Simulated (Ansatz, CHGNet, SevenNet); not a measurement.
# Elastic constant C13 of C11b MoSi2: levels of theory against measurement

Reference value: 83.8 GPa (measured, temperature not stated, not corrected to a static lattice; as tabulated in Friák et al. (2018), doi:10.3390/nano8121057).

```tsv
level (code)	value (GPa)	cell (Å³/atom)
CHGNet 0.3.0 (CHGNet)	192	13.59
SevenNet-0 (SevenNet)	?	13.63
SevenNet-l3i5 (SevenNet)	107	13.61
LDA (Ansatz)	99.4	13.06
PBE (Ansatz)	87.7	13.58
PBEsol (Ansatz)	?	13.27
```

### Question
Complete the blanks.

### Answer

- SevenNet-0 (SevenNet), value (GPa): 147
- PBEsol (Ansatz, a quantum-chemistry and plane-wave program), value (GPa): 95.9

Differences against the reference: CHGNet 0.3.0 +129 %, SevenNet-0 +75 %, SevenNet-l3i5 +28 %, LDA +18.6 %, PBE +4.7 %, PBEsol +14.4 %.

The reference's temperature isn't stated, so close values are not ranked against it. Off by more than 25 % (a bound picked here): CHGNet 0.3.0 (+129 %), SevenNet-0 (+75 %), SevenNet-l3i5 (+28 %).

The reference has no zero-point or thermal correction, while the calculations are for a static lattice, so the differences are not the levels' errors alone.  Each level is taken at its own relaxed cell. Ansatz's density-functional and Hartree–Fock values are scalar-relativistic unless marked +SOC, with PAW data made under PBE.

Machine-learned potentials (CHGNet 0.3.0, SevenNet-0, SevenNet-l3i5) are trained on DFT data, which may include these solids.

Differences are worked out from the printed values.
